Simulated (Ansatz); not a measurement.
LiF (model structure, started from the CsCl type, Pm-3m, No. 221, 2 atoms in the cell), treated with r²SCAN (Ansatz, a program for electronic structure, plane waves, PAW).

Settings: plane-wave cutoff 560 eV, 14×14×14 k mesh, Fermi–Dirac smearing 0.01 eV, scalar-relativistic PAW data made under PBE.

Cell (relaxed at this level):

LiF has the cubic space group Pm-3m (No. 221), the CsCl type structure, Pearson symbol cP2. Lattice parameters: a = b = c = 2.516 Å, α = β = γ = 90.00°. Li on 1a is surrounded by 8 F at 2.179 Å (cubic). F on 1b is surrounded by 8 Li at 2.179 Å (cubic). (Neighbours: up to the widest gap in distance over summed covalent radii, below 1.35, at either atom; cation-cation and far metal-metal contacts left out.)

Task: Predict the band gap and smallest direct gap on the k points sampled.

Result: 
band gap: 8.91 eV (indirect)
smallest direct gap on the k points sampled: 9.64 eV

Note: the relaxation could raise the start's symmetry but not lower it, so the cell can be a saddle point.

Computed values are for the static lattice.

A model structure was made by putting elements into a prototype or built by hand; it is no filed structure, need not be a known phase, and can be a saddle point held by its symmetry.
